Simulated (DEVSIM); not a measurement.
Structure: abrupt Si p-n junction, at 300 K.

```tsv
layer (left to right)	material	thickness (μm)	Nd (cm⁻³)	Na (cm⁻³)	τn (s)	τp (s)
1	Si	32.0	-	8.5e15	7.4e-5	7.4e-5
2	Si	25.0	2.1e17	-	7.4e-5	7.4e-5
```

Left contact: ohmic. Right contact: ohmic. Voltage is applied to the left contact. Recombination: SRH at mid-gap, Auger. Mobility is μmin + (μ − μmin)/(1 + (N/Nref)^α).

This is a model device: material constants are rounded textbook-type values typed into the input, and sizes, dopings and lifetimes were drawn at random. Values at 300 K.

| parameter | Si |
|---|---|
| gap (eV) | 1.124 |
| affinity (eV) | 4.05 |
| permittivity | 11.7 |
| Nc (cm⁻³) | 2.86e19 |
| Nv (cm⁻³) | 3.1e19 |
| μn (cm²/Vs) | 1417 |
| μp (cm²/Vs) | 470 |
| μn,min | 52 |
| μp,min | 45 |
| Nref,n | 9.7e16 |
| Nref,p | 2.2e17 |
| αn | 0.68 |
| αp | 0.72 |
| Cn (cm⁶/s) | 2.8e-31 |
| Cp (cm⁶/s) | 9.9e-32 |

Model (solved in DEVSIM): 1D drift-diffusion, Boltzmann statistics, complete ionisation; no tunnelling, impact ionisation, image-force lowering or self-heating.

The doping Nd of layer 2 was swept, all else fixed.

```
doping Nd of layer 2 (cm^-3)  dark forward voltage at 100 A/cm² (V)  potential step across the device at zero bias (V)  dark forward voltage at 1 A/cm² (V)  largest field in the device at zero bias (V/cm)
----------------------------  -------------------------------------  -------------------------------------------------  -----------------------------------  -----------------------------------------------
6.3e15                                                        0.889                                              0.694                                0.627                                            27000
2.1e16                                                        0.849                                              0.725                                0.633                                            36000
6.3e16                                                        0.823                                              0.754                                0.636                                            40000
2.1e17                                                        0.803                                              0.785                                0.636                                            45000
6.3e17                                                        0.795                                              0.813                                0.636                                            57000
2.1e18                                                        0.791                                              0.844                                0.636                                            87000
6.3e18                                                        0.790                                              0.873                                0.636                                           140000
```

From the first row to the last the dark forward voltage at 100 A/cm² goes from 0.889 to 0.790. From the first row to the last the potential step across the device at zero bias goes from 0.694 to 0.873.
